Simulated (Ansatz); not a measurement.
# La2O3: pressure series

Start from La2O3 (space group P-3m1, No. 164; a = 3.940 Å, c = 6.188 Å).

Cell and atoms are relaxed at each pressure.

Levels (all Ansatz, a first-principles code, PAW, earlier PAW set): PBE (420 eV, scalar-relativistic without spin-orbit coupling); r2SCAN (500 eV, no spin-orbit coupling).

The base cell above is that of PBE; each level relaxes its own structures.

| case | lattice parameter a, PBE | lattice parameter a, r2SCAN |
|---|---|---|
| pressure −2 GPa | 3.956 Å | 3.948 Å |
| pressure −1 GPa | 3.948 Å | 3.941 Å |
| pressure 0.9 GPa | 3.934 Å | 3.930 Å |
| pressure 2.1 GPa | 3.926 Å | 3.923 Å |
| pressure 4.5 GPa | 3.912 Å | 3.911 Å |
| pressure 9 GPa | 3.891 Å | 3.893 Å |
| pressure 15 GPa | 3.869 Å | 3.873 Å |
| pressure 22.5 GPa | 3.849 Å | 3.854 Å |
| pressure 30 GPa | 3.830 Å | 3.835 Å |

The two levels differ by at most about 0.007 Å. They put the cases in the same order.

Load acts through the strain it causes; cell and atoms are relaxed under it. Whether these cells are dynamically stable was not tested. No other phases were tried under pressure.
